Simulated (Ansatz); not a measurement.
Given:

End structure of a constructed model of the (111) surface of fcc Rh, a pseudomorphic layer of Si in the host's stacking (bottom of the slab: a bare face, its two planes held):

```
CELL_PARAMETERS angstrom
      2.70822     0.00000     0.00000
     -1.35411     2.34539     0.00000
      0.00000     0.00000    29.50000
ATOMIC_POSITIONS crystal
  Rh 0.33333 0.66667 0.27634
  Rh 0.66667 0.33333 0.35130
  Rh 0.00000 0.00000 0.42571
  Rh 0.33333 0.66667 0.50081
  Rh 0.66667 0.33333 0.57555
  Rh 0.00000 0.00000 0.65341
  Si 0.33333 0.66667 0.71894
```

Model: 7-atom slab, 13.2 Å thick at the start with caps and adatoms (thin: gaps and levels are the slab's own), 16x16x1 mesh, Fermi-Dirac 0.1 eV, dipole correction, single point; on the structure that PBE left under its start's symmetry; no spin, no spin-orbit, no U. It is one candidate, not shown to be the stable structure of the face.

### Question
Predict the work function of the top face from r2SCAN, at the PBE geometry (Ansatz, a first-principles code).

### Answer
5.09 eV
